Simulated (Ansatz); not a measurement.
The starting structures come from a database of crystals and need not be the phases stable at ambient conditions.

By PBEsol, the system below comes out a metal.

Input:

```
Al3Sc
1.0
    4.08781     0.00000     0.00000
    0.00000     5.78104     0.00000
    0.00000     2.89052     2.89052
Sc Al
1 3
Cartesian
  0.00000   0.00000   0.00000
  2.04391   4.33578   1.44526
  2.04391   1.44526   1.44526
  0.00000   2.89052   0.00000
```

The cell is taken as given; by PBEsol it stands under a pressure of -1.1 GPa.

The current flows along the normal of the first two printed cell vectors, the (110) plane of the conventional cell. No spin-orbit coupling; the value is a mean over 0.1 eV about the Fermi level.

Problem. State the ballistic conductance per area according to Ansatz (an electronic-structure program) with PBEsol.

Solution. 0.57 × 10¹⁵ S/m² for both spins.
